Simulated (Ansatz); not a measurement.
System: Si2N2Se (Cmc2₁, No. 36, 10 atoms in the cell; start mp-1245915). Method: LDA in Ansatz (plane waves, PAW).

Run with plane-wave cutoff 520 eV, 8×8×8 k mesh, Fermi–Dirac smearing 0.01 eV, scalar-relativistic PAW data made under PBE.

Cell (relaxed with PBEsol):

```yaml
crystal:
  lattice:
    - [5.37399, -2.79023, 0.00000]
    - [5.37399, 2.79023, 0.00000]
    - [0.00000, 0.00000, 4.87685]
  atoms:
    - { symbol: Si, position: [0.45822, 0.16719, 0.90991] }
    - { symbol: Si, position: [0.54178, 0.83281, 0.40991] }
    - { symbol: Si, position: [0.83281, 0.54178, 0.90991] }
    - { symbol: Si, position: [0.16719, 0.45822, 0.40991] }
    - { symbol: Se, position: [0.21864, 0.78136, 0.26105] }
    - { symbol: Se, position: [0.78136, 0.21864, 0.76105] }
    - { symbol: N, position: [0.40613, 0.14933, 0.25637] }
    - { symbol: N, position: [0.59387, 0.85067, 0.75637] }
    - { symbol: N, position: [0.85067, 0.59387, 0.25637] }
    - { symbol: N, position: [0.14933, 0.40613, 0.75637] }
```

**Question.** Give the computed band gap and smallest direct gap on the k points sampled.

**Answer.** 
band gap: 2.73 eV (indirect)
smallest direct gap on the k points sampled: 3.00 eV

Note: cell and atoms aren't relaxed at this level (largest force component 0.12 eV/Å, pressure -3.3 GPa).

Spin–orbit coupling is not included.

The computed numbers hold no vibrational or temperature effects.

A start named mp-… is a Materials Project structure, which need not be a measured phase.

Ansatz is a first-principles code.
